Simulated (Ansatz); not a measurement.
Given:

```
CELL_PARAMETERS angstrom
      0.00000     2.72489     2.72489
      2.72489     0.00000     2.72489
      2.72489     2.72489     0.00000
ATOMIC_POSITIONS crystal
  Se 0.00000 0.00000 0.00000
  Mg 0.50000 0.50000 0.50000
```

No spin polarisation.

0.405 electrons added to each cell, a density of 1.0×10^22 cm⁻³, with a uniform compensating background at fixed cell and a 300 K Fermi–Dirac width.

Method: PBEsol (Ansatz, an electronic-structure program, PAW, no SOC). Settings: 24×24×24 k-points, 0.0259 eV Fermi–Dirac smearing.

Question: What is the computed Fermi level relative to the doped band's edge (positive inside the band; to 0.05 eV)?

Answer: +1.70 eV.

Question: Predict the gap between the host's bands.

Answer: 1.78 eV.

Carriers are added with a uniform compensating background; total energy and stress of such cells depend on the potential's zero and are not compared; many-body gap narrowing is missing at this level. Whether these cells are dynamically stable was not tested. The cell was made from MgSe in the rock salt structure (space group Fm-3m, No. 225) by this change: electrons 1.0×10^22 cm⁻³.
